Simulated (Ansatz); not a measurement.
Reference: Pt (Fm-3m), PBEsol, DFPT electron-phonon coupling, linearised Boltzmann equation (plane waves, PAW, scalar-relativistic; Ansatz, a first-principles code); axes and stresses refer to this cell.

```xyz
1
Lattice="0.0000 1.9586 1.9586 1.9586 0.0000 1.9586 1.9586 1.9586 0.0000" Properties=species:S:1:pos:R:3 pbc="T T T"
Pt     0.0000     0.0000     0.0000
```

The mean free path at 300 K is 6.2 nm and the electron-phonon coupling λ comes out as 0.50. The resistivity at 300 K is 7.5 μΩ·cm.

Problem. After one change the values are mean free path at 300 K 8.7 nm; electron-phonon coupling λ 0.40; resistivity at 300 K 4.9 μΩ·cm. Which change was made?
A. functional LDA
B. hydrostatic pressure 30 GPa
C. hydrostatic pressure 5 GPa
D. hydrostatic pressure 15 GPa

Solution. B, hydrostatic pressure 30 GPa

Metals; harmonic phonons alone scatter; means over directions. The mean free path is weighted by the current that each state carries. Halving the electron mesh moves these values by up to 6 %; q meshes are mostly untested. Spin-orbit coupling is left out unless a row names it. Stresses and pressures are the targets of the relaxation.  The structure type is held under load, also where the real crystal would transform.
